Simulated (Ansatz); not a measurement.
## A computed series for GaN: pressure series

Start from GaN in the zinc blende structure (space group F-43m, No. 216).

```xyz
2
Lattice="0.0000 2.2743 2.2743 2.2743 0.0000 2.2743 2.2743 2.2743 0.0000" Properties=species:S:1:pos:R:3 pbc="T T T"
N      3.4114     3.4114     3.4114
Ga     0.0000     0.0000     0.0000
```

Cell and atoms are relaxed at each pressure.

The values are results of PBE (Ansatz, a first-principles code, PAW, no spin-orbit coupling), not measurements.

```json
[
 {"pressure (GPa)": "-2", "volume per atom (Å³/atom)": "11.904"},
 {"pressure (GPa)": "0", "volume per atom (Å³/atom)": "11.763"},
 {"pressure (GPa)": "0.3", "volume per atom (Å³/atom)": "11.743"},
 {"pressure (GPa)": "0.7", "volume per atom (Å³/atom)": "?"},
 {"pressure (GPa)": "1.5", "volume per atom (Å³/atom)": "11.664"},
 {"pressure (GPa)": "3", "volume per atom (Å³/atom)": "11.567"},
 {"pressure (GPa)": "5", "volume per atom (Å³/atom)": "11.446"},
 {"pressure (GPa)": "7.5", "volume per atom (Å³/atom)": "11.303"},
 {"pressure (GPa)": "10", "volume per atom (Å³/atom)": "11.169"}
]
```

Problem. Fit the third-order Birch–Murnaghan form P(V) = (3B₀/2)[(V₀/V)^(7/3) − (V₀/V)^(5/3)]·[1 + (3/4)(B₀′ − 4)((V₀/V)^(2/3) − 1)] (squares taken in P) to the rows shown and predict the withheld row.

Solution. Least squares on the printed values gives V₀ = 11.763 Å³/atom, B₀ = 172 GPa, B₀′ = 4.3; this predicts 11.716 Å³/atom, and the run gives 11.716 Å³/atom, in agreement.

Load acts through the strain it causes; cell and atoms are relaxed under it. Stability against distortions was not tested. Tetrahedral semiconductors of this kind turn to denser phases somewhere between about 1 and 50 GPa; those were not computed, so compressed cells here can lie past the real transition. This is not the structure that GaN has at room temperature and ambient pressure.
